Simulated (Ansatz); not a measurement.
The parent structure is Be in the hcp (Mg type) structure (space group P6_3/mmc, No. 194).

```yaml
crystal:
  lattice:
    - [2.25712, 0.00000, 0.00000]
    - [-1.12856, 1.95472, 0.00000]
    - [0.00000, 0.00000, 3.55289]
  atoms:
    - { symbol: Be, position: [0.33333, 0.66667, 0.75000] }
    - { symbol: Be, position: [0.66667, 0.33333, 0.25000] }
```

Calculations: plane-wave PAW DFT at the PBEsol level (Ansatz, a program for electronic structure, 420 eV), scalar-relativistic without spin-orbit coupling.

One change was made to it. Results:

The lattice parameter a increases by 0.570 Å to 2.827 Å; the band gap remains zero.

### Question
What was done to the base?
(A) Be → Al
(B) Be → Lu
(C) Be → Ba
(D) Be → Zn

### Answer
A, Be → Al. For comparison, the lattice parameter a in the other runs: Be → Zn gives 2.636 Å; Be → Lu gives 3.445 Å; Be → Ba gives 4.341 Å.

Whether these cells are dynamically stable was not tested. As relaxed here, Ba is a hypothetical phase, not in the database extracts checked. For Al in this form, whether it has been made was not checked. This is not the structure that Al has at room temperature and ambient pressure.
